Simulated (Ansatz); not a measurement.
The starting structures come from a database of crystals and need not be the phases stable at ambient conditions.

 Where the default PAW files enter, the runs use the earlier of Ansatz's two default sets.

Inside the gap of an insulator the Bloch states are evanescent, with a wavenumber k + iκ along the transport direction.

Consider the following.

```
TiO2
1.0
    4.54535     0.00000     0.00000
    0.00000     5.51962     0.00000
    0.00000     0.00000     5.05648
Ti O
4 8
Direct
  0.50000   0.32701   0.75000
  0.50000   0.67299   0.25000
  0.00000   0.17299   0.25000
  0.00000   0.82701   0.75000
  0.27145   0.38172   0.08135
  0.72855   0.61828   0.91865
  0.22855   0.11828   0.58135
  0.77145   0.88172   0.41865
  0.77145   0.11828   0.91865
  0.22855   0.88172   0.08135
  0.72855   0.38172   0.41865
  0.27145   0.61828   0.58135
```

Space group of this cell: Pbcn. The cell is strained (lengths along the current scaled by 1.03, ions clamped); by r2SCAN its mean pressure is -8.4 GPa.

Transport runs along the normal of the first two printed cell vectors.

The gap is the functional's own, uncorrected, and κ follows it; spin-orbit coupling is left out. Mid-gap values are interpolated between the computed energies.

Q: Predict the band gap and the smallest decay constant κ at mid-gap from r2SCAN (Ansatz, a quantum-chemistry and plane-wave program).

A: Gap 2.82 eV on a 8×6×6 mesh; κ = 0.349 1/Å, at the zone centre.
